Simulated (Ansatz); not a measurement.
Results of LDA (PAW; Ansatz, an electronic-structure program) for CoGe (P2₁3, No. 198, 8 atoms in the cell; start mp-10692).

Numerical settings: plane-wave cutoff 520 eV, 12×12×12 k mesh, Fermi–Dirac smearing 0.05 eV, no spin polarisation, scalar-relativistic PAW data made under PBE.

Cell (relaxed at this level):

```xyz
8
Lattice="4.5256 0.0000 0.0000 0.0000 4.5256 0.0000 0.0000 0.0000 4.5256" Properties=species:S:1:pos:R:3 pbc="T T T"
Co     0.6258     0.6258     0.6258
Co     1.6370     3.8998     2.8886
Co     2.8886     1.6370     3.8998
Co     3.8998     2.8886     1.6370
Ge     3.8005     3.8005     3.8005
Ge     2.9879     0.7251     1.5377
Ge     1.5377     2.9879     0.7251
Ge     0.7251     1.5377     2.9879
```

Question: Predict the bulk modulus B0.

Answer: 
- bulk modulus B0 = 197 GPa

The run finds no gap.

Note: the bulk modulus is −V dP/dV from two relaxed cells at ±2 % in volume; the relaxation could not lower the start's symmetry, so the cell can be a saddle point above a distorted one.

Static lattice: no zero-point or thermal effects.

It cost about 11 core-minutes (a rough figure) of CPU time.

A start named mp-… is a Materials Project structure, which need not be a measured phase.
